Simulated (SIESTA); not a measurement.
A user runs SIESTA on VOF (P2_12_12_1, 12 atoms in the cell) and asks whether the run is sound. The aim is a self-consistent single point with DFT, LDA PW92+U, numerical atomic orbitals DZP, PseudoDojo LDA standard norm-conserving potentials (rewritten from UPF to PSML).

Cell that was meant: a = 3.3328 Å, b = 3.7804 Å, c = 10.0601 Å, α = 90.00°, β = 90.00°, γ = 90.00°.

Part of the input:

```
# files in the folder: V.psml O.psml F.psml (PseudoDojo LDA standard)
SystemName  V5O4F4
SystemLabel VOF

NumberOfAtoms                13
NumberOfSpecies              3
%block ChemicalSpeciesLabel
  1 23 V
[...]
     0.756080000    0.814660000    0.777100000  3
     0.243920000    0.314660000    0.722900000  3
     0.256080000    0.685340000    0.222900000  3
     0.242577000    0.033907000    0.381408000  1
%endblock AtomicCoordinatesAndAtomicSpecies

XC.functional                LDA
[...]
  10 +0.00
  11 +0.00
  12 +0.00
  13 +2.00
%endblock DM.InitSpin
DFTU.ProjectorGenerationMethod 2
DFTU.CutoffNorm              0.9
```

Log, with long lists cut:

```
reinit: Reading from file input.fdf

reinit: System Name: V5O4F4
reinit: System Label: VOF

NOTE on units for spin output:
   [... lines left out ...]
DM filled with atomic data (user-defined):

InitMesh: MESH = 36 x 40 x 108 = 155520
InitMesh: Mesh cutoff (required, used) =   300.000   309.417 Ry
hubbard_term: recalculating local occupations    1
hubbard_term: maximum change in local occup.    0.887694
hubbard_term: recalculating Hamiltonian

stepf: Methfessel-Paxton step function
       Using Hermite-Gauss polynomials of order  0
hubbard_term: recalculating local occupations    1
hubbard_term: maximum change in local occup.    0.686320
hubbard_term: recalculating Hamiltonian
        iscf     Eharris(eV)        E_KS(eV)     FreeEng(eV)     dDmax    Ef(eV) dHmax(eV)
   scf:    1    -6228.139418    -6726.347392    -6726.347731 85.900991 -2.758203 35.138575
     spin moment: {S} , |S| = {        0.0        0.0    4.03572 }     4.03572
   scf:    2    -6514.590562    -6717.397338    -6717.397940  2.282823 -3.830141 41.167031
     spin moment: {S} , |S| = {        0.0        0.0    8.16102 }     8.16102
   scf:    3    -6767.203621    -6784.724539    -6784.724897  0.743906 -3.941761 13.943747
   [... lines left out ...]
hubbard_term: recalculating local occupations   38
hubbard_term: maximum change in local occup.    0.000840
   scf:   65    -6796.017899    -6796.017899    -6796.017901  0.000109 -4.988105  0.000466
     spin moment: {S} , |S| = {        0.0        0.0    6.00001 }     6.00001
hubbard_term: recalculating local occupations   39
hubbard_term: maximum change in local occup.    0.000845
   scf:   66    -6796.017900    -6796.017900    -6796.017903  0.000027 -4.988132  0.000416
     spin moment: {S} , |S| = {        0.0        0.0    6.00000 }     6.00000
SCF Convergence by DM+H criterion
max |DM_out - DM_in|         :     0.0000270425
max |H_out - H_in|      (eV) :     0.0004162370
DFT+U population converged by dTol_pop criteria:
max |pop(DFT+U)_i - pop(DFT+U)_j|:     0.0008453298
SCF cycle converged after 66 iterations

Using DM_out to compute the final energy and forces
hubbard_term: recalculating local occupations   40
hubbard_term: maximum change in local occup.    0.000845
hubbard_term: recalculating Hamiltonian and forces

siesta: E_KS(eV) =            -6796.0179

siesta: E_KS - E_eggbox =     -6796.0179

siesta: Atomic forces (eV/Ang):
     1************************52911.859473
     2    0.007088   -0.138409    0.292585
     3   -0.193917   -0.796367   -5.086834
     4    0.237768    0.142389    2.585000
   [... lines left out ...]
siesta: FreeEng =     -6796.017896
siesta: Cell volume =        126.749459 Ang**3
siesta:       48357.87825346       -664.58705053  kBar
   [... lines left out ...]
     7    -0.401585    6.401585   -0.048744  O
     8    -0.614809    6.614809   -0.098837  O
     9    -0.009263    7.009263   -0.013142  F
    10    -0.265255    7.265255   -0.017453  F
    11    -0.256948    7.256948   -0.017324  F
    12    -0.139467    7.139467   -0.018496  F
    13     1.157240   11.842760   -0.016700  V
 Total    -0.000000                6.000005
```

### Question
Is anything amiss in this input, and did it matter?

### Answer
The run is not sound. The fault is one atom entered twice. Two nuclei at or near one point give a huge ion-ion repulsion and overlapping cores, and the electron count is too high as well. To fix it, remove the duplicate atom. The run converged in 66 iterations without an error; against the sound input the pressure goes from -17.09 to 4836 GPa, the largest force goes from 0.219 to 58380 eV/Å, no clean gap remains on the mesh (levels overlap or are partly filled), against 1.64 eV before and the size of the net moment goes from 0.67 to 0.46 μB/atom. The full log also holds: “siesta: WARNING: Atoms     1    13 too close: rij =    0.200003 Ang” and “siesta: WARNING: Atoms    14    26 too close: rij =    0.200003 Ang”.

The sound input it was made from differs as follows (other fixes are possible):
```diff
-SystemName  V5O4F4
+SystemName  VOF
-NumberOfAtoms                13
+NumberOfAtoms                12
-     0.242577000    0.033907000    0.381408000  1
-  13 +2.00
```

With that input, the run converged in 39 iterations: free energy E − TS -12498.4037 eV; top of the valence band (on the code's own zero) -5.97 eV; gap on the k-point mesh 1.64 eV; pressure -17.09 GPa; largest force (vector length) 0.219 eV/Å (DFT, LDA PW92+U, numerical atomic orbitals DZP, PseudoDojo LDA standard norm-conserving potentials (rewritten from UPF to PSML)).

On the sound input: the starting cell comes from a database of computed structures (which also holds hypothetical and non-ambient phases and stackings), without a prior relaxation at this level. The magnetic order is the one reached from the typed start; others were not searched systematically. With U or open f shells several self-consistent states can exist. Values carry the incompleteness of an atom-centred basis. With a pressure of about -17 GPa the cell is away from its equilibrium volume at this level.
